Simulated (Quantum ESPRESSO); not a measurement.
# How a calculation on Y₂Si₅Ni₃ (Ibam, 20 atoms in the cell) responds to its settings

```cif
data_Ni12Si20Y8
_chemical_formula_sum 'Y8 Si20 Ni12'
_space_group_name_H-M_alt 'Ibam'
_space_group_IT_number 72
_space_group_name_Hall '-I 2 2c'
_cell_length_a 9.58812
_cell_length_b 11.13922
_cell_length_c 5.65900
_cell_angle_alpha 90.000
_cell_angle_beta 90.000
_cell_angle_gamma 90.000
loop_
_atom_site_label
_atom_site_type_symbol
_atom_site_symmetry_multiplicity
_atom_site_Wyckoff_symbol
_atom_site_fract_x
_atom_site_fract_y
_atom_site_fract_z
_atom_site_occupancy
Y1 Y 8 j 0.23684 0.13108 0.00000 1
Si1 Si 4 a 0.00000 0.00000 0.25000 1
Si2 Si 8 g 0.00000 0.26648 0.25000 1
Si3 Si 8 j 0.15242 0.39249 0.00000 1
Ni1 Ni 8 j 0.11201 0.13416 0.50000 1
Ni2 Ni 4 b 0.00000 0.50000 0.25000 1
```
(The calculation used a cell of 20 atoms; values per cell refer to that cell.)

Base run A: PBEsol, PSlibrary PAW (PBE) pseudopotentials in Quantum ESPRESSO, self-consistent single point.

Its settings: ecutwfc = 50 Ry; ecutrho = 350 Ry; occupations = smearing; smearing = marzari-vanderbilt; degauss = 0.0147 Ry; input_dft = pbesol; K_POINTS = automatic 4 4 4 1 1 1; conv_thr = 1e-11 Ry.

The starting cell comes from a database of computed structures (which also holds hypothetical and non-ambient phases and stackings), without a prior relaxation at this level. Spin polarisation is off. In the base run, with a pressure of about -5 GPa the cell is away from its equilibrium volume at this level.

ΔF is the free energy per atom less that of run A. 

Run A gave: pressure (GPa) -4.52; largest force (eV/Å) 0.090; TS (meV/atom) 0.3.

Runs:
- B: degauss = 0.000146997 Ry
- C: degauss = 0.000734986 Ry
- D: degauss = 0.0018375 Ry
- E: degauss = 0.0036749 Ry
- F: degauss = 0.0073499 Ry
- G: degauss = 0.011025 Ry

**Question.** What does run E change against A?

**Answer.** The free energy stays essentially unchanged (within 1 meV/atom), the pressure moves little (-4.52 to -4.55 GPa) and the largest force goes from 0.090 to 0.096 eV/Å.

**Question.** What does run C change against A?

**Answer.** The free energy stays essentially unchanged (within 1 meV/atom), the pressure hardly changes (-4.52 to -4.55 GPa) and the largest force goes from 0.090 to 0.100 eV/Å.

| run | ΔF (meV/atom) | pressure (GPa) | largest force (eV/Å) | TS (meV/atom) |
|---|---|---|---|---|
| A | 0.00 | -4.52 | 0.090 | 0.3 |
| B | 0.43 | -4.56 | 0.104 | 0.0 |
| C | 0.42 | -4.55 | 0.100 | 0.0 |
| D | 0.42 | -4.55 | 0.099 | 0.0 |
| E | 0.40 | -4.55 | 0.096 | 0.1 |
| F | 0.27 | -4.54 | 0.091 | 0.3 |
| G | 0.12 | -4.53 | 0.088 | 0.5 |
